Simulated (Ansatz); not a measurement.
Start from CdS in the zinc blende structure (space group F-43m, No. 216).

```
CELL_PARAMETERS angstrom
      0.00000     2.93953     2.93953
      2.93953     0.00000     2.93953
      2.93953     2.93953     0.00000
ATOMIC_POSITIONS crystal
  S  0.75000 0.75000 0.75000
  Cd 0.00000 0.00000 0.00000
```

Computed with DFT with r2SCAN, PAW potentials and a 500 eV plane-wave cutoff in Ansatz (a program for electronic structure), no spin-orbit coupling, earlier PAW set.

Before the change:

The hole mass is 0.16, 0.78, 0.78 mₑ (at Γ) and the lattice parameter a is 5.879 Å.

Perturbation: cell and atoms relaxed at a pressure of 7 GPa.

Question: What does the calculation give for the hole mass, lattice parameter a and mean gap deformation potential ΔEg/Δln V after the change?

Answer: The hole mass (degenerate bands, along [100]) changes from 0.16, 0.78, 0.78 mₑ (at Γ) to 0.18, 0.69, 0.69 mₑ (at Γ); the lattice parameter a shrinks by 0.181 Å (5.879 Å → 5.698 Å); the mean gap deformation potential ΔEg/Δln V comes out as -2.2 eV.

Load acts through the strain it causes; cell and atoms are relaxed under it. Masses are band curvatures over ±0.01 Å⁻¹ around the edge. No phonon test of stability was made. Tetrahedral semiconductors of this kind turn to denser phases somewhere between about 1 and 50 GPa; those were not computed, so compressed cells here can lie past the real transition.
